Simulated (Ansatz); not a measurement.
An Ansatz (a program for electronic structure) run: PtSe2 with a change (uniaxial strain ε_zz = +2.50 %); plane-wave PAW DFT at the PBE-D3(BJ) level (Ansatz, 420 eV), scalar-relativistic without spin-orbit coupling.

Input:

Ansatz 0.2 input:
```yaml
crystal:
  lattice:
    - [3.7722275632, 0, 0]
    - [-1.8861137816, 3.2668448985, 0]
    - [0, 0, 4.9416831741]
  atoms:
    - { symbol: Pt, position: [0, 0, 0] }
    - { symbol: Se, position: [0.3333333333, 0.6666666667, 0.2654973339] }
    - { symbol: Se, position: [0.6666666667, 0.3333333333, 0.7345026661] }
basis: { ecutwfc: 420, ecutrho_ratio: 4, xc_grid: 2, fft_grid_basis: typed }
kpoints: { mp_grid: { grid: [18, 18, 12] } }
hamiltonian:
  xc: pbe
  dispersion: d3bj
  pseudopotentials: { kind: paw }
scf: { occupations: { method: fermi_dirac, width: 0.1 }, convergence: { dr2_threshold: 0.0000000003 } }
relax: { f_tol: 0.005, max_steps: 50 }
output: { forces: true, stress: true }
checkpoint: { write: state.ck, write_every: 1000 }
```

Output (explanatory and most iteration lines left out):

```
Relaxation: its limit of steps is 50 (relax.max_steps)
Pseudopotential: Pt, paw, valence charge 18
Pseudopotential: Se, paw, valence charge 16
Crystal: 3 atoms, lattice volume = 60.898 Å³
Basis set: ecut = 420 eV, 1205 PW (Γ), exchange–correlation on 54×54×72 points (8 copies of the dense FFT grid, shifted against one another)
Bands: 30, of which v1, the nominal top of the filled ones, is band 25 counted from 1 (24 counted from 0)
Symmetry: 12 space group operations
Space group: P-3m1 (ITA 164), of the structure as read, at distance tolerance 3.9e-5 Å
k-points: 394 of 3888
Functional: x = pbe(κ = 0.804, μ = 0.2195149727645171), c = pbe(β = 0.06672455060314922)
SCF iter   1: F=—  HF=-23463.730225 eV  |F-HF|=—  |Δ(HF+E_count)|=         —  Δρ=2.66e-3  dr2=3.70e-3  ethr=1.77e-3  ⟨swp⟩=5.4  Hψ=44936  notcnv=0
SCF iter   2: F=—  HF=-23463.732362 eV  |F-HF|=—  |Δ(HF+E_count)|=   2.14e-3  Δρ=1.48e-3  dr2=2.06e-3  ethr=7.40e-6  ⟨swp⟩=2.0  Hψ=19310  notcnv=0
SCF 1 converged in 7 iterations: F = -23463.732004 eV  dr2 = 1.40e-10
relax step   1: F+E_penalty+E_count = -23463.73200355 eV  Δ(F+E_penalty+E_count) = +0.000e0 eV  max|allowed force component| = 2.738e-1 eV/Å  Δτ_max = 0.0000 Å  (7 SCF iters, accepted)
Crystal: 3 atoms, lattice volume = 60.898 Å³
SCF iter   1: F=—  HF=-23463.733195 eV  |F-HF|=—  |Δ(HF+E_count)|=         —  Δρ=4.25e-3  dr2=1.26e-2  ethr=2.67e-5  ⟨swp⟩=1.0  Hψ=41648  notcnv=0
SCF iter   2: F=—  HF=-23463.734136 eV  |F-HF|=—  |Δ(HF+E_count)|=   9.41e-4  Δρ=3.25e-3  dr2=1.54e-2  ethr=2.51e-5  ⟨swp⟩=2.0  Hψ=20487  notcnv=0
SCF 2 converged in 7 iterations: F = -23463.730634 eV  dr2 = 1.84e-10
relax step   2: F+E_penalty+E_count = -23463.73063383 eV  Δ(F+E_penalty+E_count) = +1.370e-3 eV  max|allowed force component| = 3.100e-1 eV/Å  Δτ_max = 0.0508 Å  (7 SCF iters, rejected (line search))
Crystal: 3 atoms, lattice volume = 60.898 Å³
SCF iter   1: F=—  HF=-23463.739434 eV  |F-HF|=—  |Δ(HF+E_count)|=         —  Δρ=2.20e-3  dr2=3.29e-3  ethr=6.72e-5  ⟨swp⟩=3.9  Hψ=28239  notcnv=0
SCF iter   2: F=—  HF=-23463.739526 eV  |F-HF|=—  |Δ(HF+E_count)|=   9.13e-5  Δρ=1.54e-3  dr2=3.38e-3  ethr=6.59e-6  ⟨swp⟩=2.0  Hψ=22473  notcnv=0
SCF 3 converged in 7 iterations: F = -23463.738755 eV  dr2 = 1.14e-10
relax step   3: F+E_penalty+E_count = -23463.73875463 eV  Δ(F+E_penalty+E_count) = -6.751e-3 eV  max|allowed force component| = 1.235e-3 eV/Å  Δτ_max = 0.0246 Å  (7 SCF iters, accepted)
SCF converged after 7 iterations
Free energy (F): -23463.738755 eV
Internal energy: -23463.714580 eV  (E = F + TS)
E sigma→0 (E₀):  -23463.726667 eV
Entropy (-TS):   -0.024175 eV (-8.058 meV/atom)
Fermi energy:    13.147490 eV
  E_disp       = -1.432321  (pairwise vdW)
--- Forces (eV/Å), atoms counted from 1 ---
  atom   1  Pt    -0.00000000     0.00000000     0.00000000
  atom   2  Se    -0.00000000     0.00000000     0.00123487
  atom   3  Se     0.00000000    -0.00000000    -0.00123487
--- Stress (GPa, compression-positive) ---
       -0.924785       0.000000      -0.000000
       -0.000000      -0.924785       0.000000
       -0.000000       0.000000      -1.295281
  P = ⅓ Tr σ = -1.0483 GPa (-10.483 kbar)
--- Relaxed structure (3 steps of the walk, 2 accepted, 0 SCFs on fresh bases) ---
  atoms:
    - { symbol: Pt, position: [-4.2546256646897624e-36, 0.0, 0.0] }
    - { symbol: Se, position: [0.3333333333333333, 0.6666666666666666, 0.26052781249127077] }
    - { symbol: Se, position: [0.6666666666666666, 0.3333333333333333, 0.739472187508729] }
```

Whether these cells are dynamically stable was not tested. The final runs are not spin-polarised. The cell was made from PtSe2 in the CdI2 type structure (space group P-3m1, No. 164; layered) by this change: uniaxial strain ε_zz = +2.50 %.
